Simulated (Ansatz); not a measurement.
Related cells compared by their Bader charge of S.

Cell A: a layer of C (graphite, P6₃/mmc), 53 atoms, hexagonal cell of 12.32 Å (131.6 Å²), symmetry P1 within 0.02 Å, 3.7 Å thick under 15 Å of vacuum, in-plane vectors held at the crystal's; planes from bottom to top: C50 | H2 | S, its two faces unlike (dipole correction applied); added, foreign or displaced atoms, above the top plane: H2S with no bond to the solid, its nearest contact S···C 3.84 Å; spin state with PBE: run without spin, k-point mesh 2×2×1.
```xyz
53
Lattice="12.3250 0.0000 0.0000 -6.1625 10.6737 0.0000 0.0000 0.0000 18.6356" Properties=species:S:1:pos:R:3 pbc="T T T"
C      0.0542     0.0102     7.9587
C      1.2867     0.7218     7.9570
C     -1.1782     2.1449     7.9579
C      0.0542     2.8563     7.9528
C     -2.4108     4.2796     7.9593
C     -1.1783     4.9911     7.9554
C     -3.6433     6.4145     7.9603
C     -2.4109     7.1261     7.9602
C     -4.8758     8.5492     7.9594
C     -3.6433     9.2608     7.9604
C      2.5192     0.0102     7.9585
C      3.7516     0.7217     7.9577
C      1.2866     2.1448     7.9519
C      2.5191     2.8563     7.9458
C      0.0540     4.2793     7.9492
C      1.2866     4.9906     7.9402
C     -1.1784     6.4144     7.9568
C      0.0539     7.1262     7.9537
C     -2.4108     8.5492     7.9607
C     -1.1783     9.2608     7.9604
C      4.9842     0.0102     7.9601
C      6.2167     0.7217     7.9603
C      3.7515     2.1448     7.9521
C      4.9842     2.8562     7.9533
C      2.5190     4.2791     7.9364
C      3.7516     4.9914     7.9372
C      1.2868     6.4145     7.9445
C      2.5197     7.1265     7.9432
C      0.0542     8.5494     7.9576
C      1.2869     9.2608     7.9569
C      7.4493     0.0102     7.9601
C      8.6818     0.7217     7.9603
C      6.2168     2.1448     7.9588
C      7.4493     2.8565     7.9600
C      4.9844     4.2796     7.9480
C      6.2170     4.9915     7.9542
C      3.7520     6.4149     7.9398
C      4.9843     7.1263     7.9491
C      2.5194     8.5495     7.9521
C      3.7519     9.2608     7.9553
C      9.9143     0.0102     7.9590
C     11.1467     0.7218     7.9589
C      8.6818     2.1449     7.9609
C      9.9143     2.8565     7.9596
C      7.4493     4.2797     7.9591
C      8.6818     4.9913     7.9603
C      6.2167     6.4146     7.9540
C      7.4492     7.1261     7.9588
C      4.9842     8.5493     7.9545
C      6.2167     9.2608     7.9583
S      2.7499     5.4118    11.6247
H      3.6501     4.9542    10.7260
H      1.9387     5.8475    10.6334
```

Cell B: a layer of C (graphite, P6₃/mmc), 53 atoms, hexagonal cell of 12.32 Å (131.6 Å²), symmetry P1 within 0.02 Å, 3.7 Å thick under 14 Å of vacuum, in-plane vectors held at the crystal's; planes from bottom to top: C50 | H2 | S, its two faces unlike (dipole correction applied); added, foreign or displaced atoms, above the top plane: H2S with no bond to the solid, its nearest contact S···C 3.90 Å; spin state with PBE: run without spin, k-point mesh 2×2×1.
```xyz
53
Lattice="12.3250 0.0000 0.0000 -6.1625 10.6737 0.0000 0.0000 0.0000 17.6828" Properties=species:S:1:pos:R:3 pbc="T T T"
C      0.0362    -0.0266     7.9111
C      1.2687     0.6849     7.9105
C     -1.1962     2.1082     7.9107
C      0.0362     2.8198     7.9070
C     -2.4287     4.2429     7.9107
C     -1.1963     4.9545     7.9073
C     -3.6612     6.3776     7.9107
C     -2.4287     7.0891     7.9106
C     -4.8937     8.5123     7.9104
C     -3.6612     9.2239     7.9118
C      2.5012    -0.0267     7.9111
C      3.7338     0.6848     7.9102
C      1.2685     2.1080     7.9070
C      2.5011     2.8194     7.9022
C      0.0361     4.2429     7.9030
C      1.2682     4.9544     7.8945
C     -1.1964     6.3775     7.9073
C      0.0360     7.0891     7.9032
C     -2.4288     8.5123     7.9113
C     -1.1963     9.2239     7.9108
C      4.9663    -0.0267     7.9112
C      6.1988     0.6850     7.9112
C      3.7339     2.1080     7.9059
C      4.9664     2.8197     7.9051
C      2.5010     4.2429     7.8934
C      3.7343     4.9547     7.8908
C      1.2683     6.3773     7.8946
C      2.5014     7.0892     7.8935
C      0.0361     8.5123     7.9073
C      1.2687     9.2241     7.9075
C      7.4313    -0.0265     7.9109
C      8.6638     0.6850     7.9115
C      6.1989     2.1081     7.9097
C      7.4313     2.8198     7.9106
C      4.9667     4.2429     7.8996
C      6.1990     4.9546     7.9044
C      3.7346     6.3778     7.8906
C      4.9666     7.0893     7.8993
C      2.5014     8.5127     7.9028
C      3.7341     9.2241     7.9065
C      9.8964    -0.0265     7.9106
C     11.1288     0.6851     7.9113
C      8.6638     2.1082     7.9120
C      9.8963     2.8198     7.9114
C      7.4314     4.2429     7.9093
C      8.6638     4.9545     7.9108
C      6.1989     6.3776     7.9042
C      7.4313     7.0892     7.9091
C      4.9665     8.5123     7.9052
C      6.1988     9.2239     7.9097
S      2.6613     5.6848    11.5746
H      2.9143     4.7579    10.6233
H      2.4523     6.6331    10.6343
```

Plane-wave PAW calculations with Ansatz (a quantum-chemistry and plane-wave program), its default PAW set, cutoff 420 eV. The structures are at rest with PBE+D3(BJ), within the held lattices; other levels are single points on them. Neutral cells; Fermi-Dirac smearing of at most 0.05 eV in the solids, energies taken to zero width. The lattices are those relaxed with PBE+D3(BJ), so at other levels the solids can be strained. Larger cells are relaxed from a start prepared with the learned potential CHGNet till forces fall under 0.03 eV/Å, which some starts already meet. The structures are the rest points that the relaxations reached, not proven lowest. Values are for these cell sizes. A dispersion term ran beside these levels; it doesn't touch the electrons. Electrons of density maxima off the nuclei are shared among the atoms. Mean over the atoms, with the range where they differ; positive means electrons lost.

Q: What does PBE give for the Bader charge of S of each cell (e)?

A: 
| system | PBE |
|---|---|
| A | 0.03 |
| B | 0.03 |

With PBE the value differs by no more than 0 e between the cells.
